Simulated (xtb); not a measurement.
xtb 6.7.1, GFN2-xTB: Cc1cc(S(=O)(=O)c2cc3sc(F)cc3s2)sc1[Si](C)(C)C, 37 atoms. The geometry is a generated start, not checked to be a minimum at this level.

| Item | Value |
|---|---|
| method | GFN2-xTB |
| --acc | 1 (default) |
| --etemp (K) | 300 (default) |
| detailed input (--input) | none: ANC optimiser, Lindh (1995) Hessian, microcycle=20, maxdispl=1.0, hlow=0.01 (default) |
| basis functions | 133 |
| valence electrons | 118 |

The structure is relaxed from this start with --opt LEVEL for the levels crude, sloppy, loose, lax, normal, tight, vtight, extreme, once each. Up to the end of the extreme run atoms move by at most 1.7 Å along an axis.

Task: Which level is enough to come within 5 meV of the tightest end point?

Result: normal: 68 cycles against 152, ending 3.0 meV above.

| level | cycles | energy above the extreme run (meV) | gradient norm (eV/Å) |
|---|---|---|---|
| crude | 4 | 42 | 0.50 |
| sloppy | 6 | 35 | 0.19 |
| loose | 7 | 34 | 0.16 |
| lax | 10 | 32 | 0.12 |
| normal | 68 | 3.0 | 0.015 |
| tight | 97 | 0.96 | 0.013 |
| vtight | 152 | under 0.01 | 0.0025 |
| extreme | 152 | — | 0.0025 |
